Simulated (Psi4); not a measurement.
Psi4 1.11, PBE0/def2-svp: Sr(Cl)(SH)(OH2)2 ([OH2]->[Sr](<-[OH2])([SH])[Cl]), 10 atoms. The geometry is a generated start, not checked to be a minimum at this level.

| Item | Value |
|---|---|
| task | energy |
| method | pbe0 |
| basis | def2-svp |
| memory | 3 GB |
| maxiter | 100 |
| keys of the molecule block | symmetry c1 |
| scf_type | df (default) |
| e_convergence | 1e-06 (default) |
| d_convergence | 1e-06 (default) |
| dft_radial_points | 75 (default) |
| dft_spherical_points | 302 (default) |
| effective core potentials | those of the basis set, past Kr |
| basis functions | 112 |
| grid points | 215651 |

```xyz
10

Sr     0.5745    -0.1603     0.8865
Cl     1.4789    -0.7106    -1.5872
S      0.9137     2.4603     1.5949
H      0.4050     2.5209     2.8143
O     -0.9664     0.8436    -0.8079
H     -0.3750     0.4736    -1.4900
H     -0.8541     1.8017    -0.8652
O     -0.3461    -2.2288     0.1584
H     -0.9829    -2.9252    -0.0328
H      0.1525    -2.0752    -0.6710
```

With the defaults (diis = true, scf_initial_accelerator = adiis, damping_percentage = 0, level_shift = 0, level_shift_cutoff = 0.01, soscf = false, soscf_start_convergence = 0.01, guess = auto, which took SAD, diis_max_vecs = 10) it converges in 9 SCF iterations. One run each on 2 threads, with these changes:
- soscf = true, soscf_start_convergence = 0.1
- guess = gwh
- guess = sadno
- diis = false, scf_initial_accelerator = none, damping_percentage = 60
- level_shift = 0.1, level_shift_cutoff = 0.001
- diis_max_vecs = 20
- guess = sapgau
- scf_initial_accelerator = ediis
- damping_percentage = 60

### Question
Which of these changes keep the SCF from converging, or lead it to another solution?

### Answer
No convergence: diis = false, scf_initial_accelerator = none, damping_percentage = 60 (the run ends without SCF convergence in 100 iterations). The rest reach the solution of the defaults.

```json
[
 {"setting": "soscf = true, soscf_start_convergence = 0.1", "SCF iterations": "6", "JK calls": "22", "end": "same solution"},
 {"setting": "the defaults", "SCF iterations": "9", "JK calls": "10", "end": "same solution"},
 {"setting": "level_shift = 0.1, level_shift_cutoff = 0.001", "SCF iterations": "9", "JK calls": "10", "end": "same solution"},
 {"setting": "scf_initial_accelerator = ediis", "SCF iterations": "9", "JK calls": "10", "end": "same solution"},
 {"setting": "guess = sadno", "SCF iterations": "9", "JK calls": "9", "end": "same solution"},
 {"setting": "diis_max_vecs = 20", "SCF iterations": "9", "JK calls": "10", "end": "same solution"},
 {"setting": "guess = sapgau", "SCF iterations": "14", "JK calls": "14", "end": "same solution"},
 {"setting": "guess = gwh", "SCF iterations": "16", "JK calls": "16", "end": "same solution"},
 {"setting": "damping_percentage = 60", "SCF iterations": "58", "JK calls": "59", "end": "same solution"},
 {"setting": "diis = false, scf_initial_accelerator = none, damping_percentage = 60", "SCF iterations": "100", "JK calls": "101", "end": "no convergence"}
]
```

An SOSCF iteration holds several JK calls; a Hückel guess adds calls on atoms.
